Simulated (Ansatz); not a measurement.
For Sc3InN (Pm-3m), PBEsol, DFPT electron-phonon coupling, linearised Boltzmann equation (Ansatz, a program for electronic structure) gives a transport coupling λ_tr = 0.170 and a Drude plasma energy ħω_p = 2.97 eV.

Q: Estimate the resistivity at 300 K from the high-temperature formula ρ = 2π λ_tr k_B T / (ħ ε₀ ω_p²), and say how the full Boltzmann solution compares.

A: The scattering rate is 1/τ = 2π λ_tr k_B T/ħ = 4.20e13 s⁻¹ and ω_p = 4.51e15 s⁻¹, so ρ ≈ 23.3 μΩ·cm. The Boltzmann solution gives 19.5 μΩ·cm, 0.84 times the estimate; it lies lower because k_BT is not large against the phonon energies and the solution lets the distribution adjust.

A metal at this level (no band gap). Only scattering by harmonic phonons is included (no impurities, grain boundaries, electron-electron scattering or thermal expansion). Spin-orbit coupling is left out. Halving the electron mesh (20x20x20) moves the resistivity by up to 3 % at 300 K, the coupling by up to 3 %. Smearing 0.20 eV; phonons on a 3x3x3 q mesh, which this run doesn't test.

Formula and space group known from diffraction (Crystallography Open Database), not checked to be the room-temperature form: Sc3InN (Pm-3m).
